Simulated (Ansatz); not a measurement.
Functionals compared on CO on the 1x1 (10-10) surface of wurtzite AlN (cut with top plane Al + N), one in a 2x1 cell, started at the site 'hollow Al', in Ansatz (plane waves, PAW). The structure was relaxed with PBE; the other rows are single points on it, each with its references at the same level. Cutoff 420 eV (500 eV for r2SCAN). HSE06 used the coarser mesh 3x3x1.

Host crystal: wurtzite AlN, with a band gap (PBE, scalar-relativistic without spin-orbit coupling).

Set-up: 34 atoms, 8.9 Å thick at the start under the adsorbate (thin: gaps and levels are the slab's own); mesh 3x4x1; 0.01 eV smearing; dipole correction on; 16 atoms held, the rest relaxed; no symmetry held; no spin, no spin-orbit, no U, no dispersion correction. At the end it is bonded to Al. In PBE it is, or lies within 0.03 eV of, the lowest of the starts that converged. These notes are the PBE run's. Adsorption energies are against CO(g). A negative adsorption energy means that the adsorbate is more stable on the surface than in its reference.

| functional | adsorption energy (eV) | rough cost of the single point |
|---|---|---|
| PBE | -0.72 | – |
| RPBE | … | about 50 core-seconds (a rough figure) |
| r2SCAN | -0.76 | roughly 100 core-seconds |
| HSE06 | -0.57 | around 19 core-minutes (rough) |

Fill in the missing entries.


- RPBE, adsorption energy (eV): -0.50

Ansatz is an electronic-structure program.
